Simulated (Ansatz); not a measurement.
Start from ZnS in the zinc blende structure (space group F-43m, No. 216; a = 5.297 Å).

Level of theory: LDA, PAW, 420 eV (Ansatz, a program for electronic structure; no spin-orbit coupling).

Strains are applied to the cell and any free atomic positions relax.

One change was made to it. Results:

The electron mass becomes 0.18 mₑ (at Γ) (base: 0.17 mₑ (at Γ)); the band gap goes up by 0.349 eV to 2.47 eV; the gap character stays direct at Γ; the pressure rises by 7.78 GPa, from -0.01 GPa to 7.77 GPa.

Problem. What was done to the base?
A) isotropic strain −2.50 %
B) isotropic strain +3.00 %
C) isotropic strain +2.50 %
D) isotropic strain −3.00 %
E) isotropic strain −1.50 %

Solution. A, isotropic strain −2.50 %. For comparison, the band gap in the other runs: isotropic strain −3.00 % gives 2.55 eV; isotropic strain +3.00 % gives 1.73 eV; isotropic strain +2.50 % gives 1.80 eV; isotropic strain −1.50 % gives 2.33 eV.

Effective masses come from finite differences of ±0.01 Å⁻¹. Semilocal Kohn–Sham gaps tend to fall short of experiment. No phonon test of stability was made.
